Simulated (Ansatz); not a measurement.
## PtTe2, response to strain

Consider PtTe$_{2}$ (space group P-3m1, No. 164; a = 4.053 Å, c = 5.097 Å; layered; relaxed with 0.1 eV smearing). Axes: x lies along a and z along c of the hexagonal cell.

Strains are applied to the cell and any free atomic positions relax.

Method: PBE-D3(BJ) (Ansatz, a first-principles code, PAW, without spin-orbit coupling).

Notes on the quantities. energy relative to the base: free energy F; pressure: mean of the normal stresses, compression positive.

```
variant                         energy relative to the base  pressure  volume per atom
------------------------------  ---------------------------  --------  ---------------
base                                             0 meV/atom   0.0 GPa         24.17 Å³
uniaxial strain ε_zz = −2.50 %                +4.0 meV/atom   1.6 GPa         23.56 Å³
uniaxial strain ε_zz = −1.50 %                +1.4 meV/atom   0.9 GPa         23.80 Å³
uniaxial strain ε_zz = −1.00 %                +0.6 meV/atom   0.6 GPa         23.92 Å³
uniaxial strain ε_zz = −0.50 %                +0.1 meV/atom   0.3 GPa         24.04 Å³
uniaxial strain ε_zz = +0.50 %                +0.1 meV/atom  -0.3 GPa         24.29 Å³
uniaxial strain ε_zz = +1.00 %                +0.6 meV/atom  -0.5 GPa         24.41 Å³
uniaxial strain ε_zz = +1.50 %                +1.2 meV/atom  -0.8 GPa         24.53 Å³
uniaxial strain ε_zz = +2.00 %                +2.2 meV/atom  -1.0 GPa         24.65 Å³
uniaxial strain ε_zz = +3.00 %                +4.7 meV/atom  -1.4 GPa         24.89 Å³
```

Whether these cells are dynamically stable was not tested. The final runs are not spin-polarised.
